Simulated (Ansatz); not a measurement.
# F on a C site (surface) in a cell of 75 Å² of the (000-1) surface of 4H silicon carbide (H on every top atom; a constructed slab, bottom: 1 H on 1 bottom sites)

Host crystal: 4H silicon carbide, with a band gap (PBE, scalar-relativistic without spin-orbit coupling).

Computed with PBE (plane waves to 420 eV, PAW; Ansatz, a program for electronic structure).

Set-up: 90 atoms, 10.8 Å thick at the start with caps and adatoms (thin: gaps and levels are the slab's own); mesh 3x3x1; 0.01 eV smearing; dipole correction on; 9 atoms held, the rest relaxed; symmetry of the start imposed; spin-polarised, ending with about 0.6 μB a cell, a value that depends on the mesh; orders that need a larger cell were not tried, no spin-orbit, no U. The slab shows no gap over 0.04 eV on its mesh.

```yaml
formation energy against graphite, ½ F2(g): 2.55 eV
work_function_of_the_top_face: 3.44 eV
change_of_the_step_from_the_bottom_to_the_top_vacuum_level_against_the_clean_slab: 1.69 eV
energy_released_by_relaxation: 3.79 eV
largest_move_of_a_host_atom: 1.08 Å
caution: the host itself rearranges in this cell, so the energy holds part of a reconstruction
cost: roughly 60 core-minutes
```
